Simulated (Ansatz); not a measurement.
The starting structures come from a database of crystals and need not be the phases stable at ambient conditions.

Evanescent states of TaAgO3 (R-3c, not sure to be the ambient phase, 10 atoms a cell, 12.5 Å³ an atom, -7 GPa at this level) along the normal of (110)

Level of theory: r2SCAN (plane waves, PAW; Ansatz, a program for electronic structure).

No gap correction and no spin-orbit coupling; mid-gap values are interpolated between computed energies.

Energies count from the valence-band top; κ is the least over a 6×4 mesh across the current.

| E (eV) | κ (1/Å) | where |
|---|---|---|
| 0.06 | 0.128 | off Γ |
| 0.18 | 0.201 | Γ |
| 0.30 | 0.220 | Γ |
| 0.42 | 0.234 | Γ |
| 0.54 | ___ | Γ |
| 0.66 | ___ | Γ |
| 0.78 | ___ | Γ |
| 0.90 | ___ | Γ |
| 1.02 | ___ | Γ |
| 1.14 | ___ | Γ |
| 1.26 | ___ | Γ |
| 1.38 | ___ | Γ |
| 1.50 | ___ | Γ |
| 1.62 | ___ | Γ |
| 1.74 | ___ | Γ |
| 1.86 | 0.183 | Γ |
| 1.98 | 0.159 | Γ |
| 2.10 | 0.127 | Γ |
| 2.22 | 0.079 | Γ |

### Question
What belongs in the gaps?

### Answer

- 0.54, κ (1/Å): 0.243
- 0.66, κ (1/Å): 0.249
- 0.78, κ (1/Å): 0.252
- 0.90, κ (1/Å): 0.254
- 1.02, κ (1/Å): 0.252
- 1.14, κ (1/Å): 0.249
- 1.26, κ (1/Å): 0.244
- 1.38, κ (1/Å): 0.238
- 1.50, κ (1/Å): 0.228
- 1.62, κ (1/Å): 0.216
- 1.74, κ (1/Å): 0.202
